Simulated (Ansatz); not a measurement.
## KTaO3, response to strain

The reference is KTaO₃ in the cubic perovskite structure (space group Pm-3m, No. 221; a = 3.990 Å). Axes: x, y, z lie along the cube axes.

Strains are applied to the cell and any free atomic positions relax; under stress the whole cell relaxes.

The values are results of r2SCAN, PAW, 500 eV (Ansatz, a quantum-chemistry and plane-wave program; scalar-relativistic without spin-orbit coupling), not measurements.

```json
[
 {"variant": "base", "shortest interatomic distance": "1.995 Å", "band gap": "2.63 eV", "smallest direct gap": "3.27 eV"},
 {"variant": "isotropic strain +0.52 %", "shortest interatomic distance": "2.005 Å", "band gap": "2.59 eV", "smallest direct gap": "[?]"},
 {"variant": "tensor shear ε_yz = −1.98 %", "shortest interatomic distance": "1.995 Å", "band gap": "[?]", "smallest direct gap": "[?]"},
 {"variant": "uniaxial stress, 8 GPa tension along x", "shortest interatomic distance": "1.989 Å", "band gap": "2.56 eV", "smallest direct gap": "3.20 eV"}
]
```

### Question
Some entries are withheld; estimate them.

### Answer

- isotropic strain +0.52 %, smallest direct gap: 3.23 eV
- tensor shear ε_yz = −1.98 %, band gap: 2.54 eV
- tensor shear ε_yz = −1.98 %, smallest direct gap: 3.09 eV

Spin-orbit coupling, missing from the scalar runs, can matter with Ta. Beyond what the load breaks, stability against distortions was not tested.
